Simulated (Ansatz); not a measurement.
C (P6_3/mmc), r2SCAN, rigid bands run with Ansatz (a program for electronic structure): Condition of this run: uniaxial stress along c of -44 GPa (compression positive) (the target of the relaxation). band gap 3.74 eV, N_c = 1.20e19 cm⁻³ and N_v = 2.01e19 cm⁻³ at 300 K, conductivity masses along x (a = (2.50, 0.00, 0.00) Å; b = (-1.25, 2.16, 0.00) Å; c = (0.00, 0.00, 4.32) Å) of 0.451 mₑ (electrons) and 0.436 mₑ (holes). Take k_BT = 0.02585 eV.

### Question
A film of it is 2 nm thick, with its normal along the direction named. Estimate the confinement energies in an infinite well.

### Answer
ħ²π²/(2m t²) = 0.376 eV·nm²/(m/mₑ × t²) gives 208 meV for electrons and 216 meV for holes, so the gap would widen to about 4.16 eV. Finite barriers and nonparabolic bands lower this, and with several valleys or bands the heaviest mass along the normal sets the lowest level, not this average.

### Question
What thermal injection velocity √(2k_BT/πm) limits a ballistic channel along the direction named?

### Answer
8.01e6 cm/s for electrons and 8.15e6 cm/s for holes, a ratio of √(m_h/m_e) = 0.983, for dilute carriers.

### Question
Find the intrinsic carrier density and the intrinsic Fermi level.

### Answer
n_i = √(N_c N_v) exp(−E_g/2k_BT) = 1.55e19 × exp(−72.33) = 6.0e-13 cm⁻³. The level lies (k_BT/2) ln(N_v/N_c) = 7 meV from mid-gap (positive towards the conduction band). Each 0.1 eV added to the gap lowers n_i by a factor of 6.9.

Rigid, parabolic bands with the computed gap; masses take one relaxation time for all states. Spin-orbit coupling is left out. Geometry: cell and atoms relaxed with PBEsol.
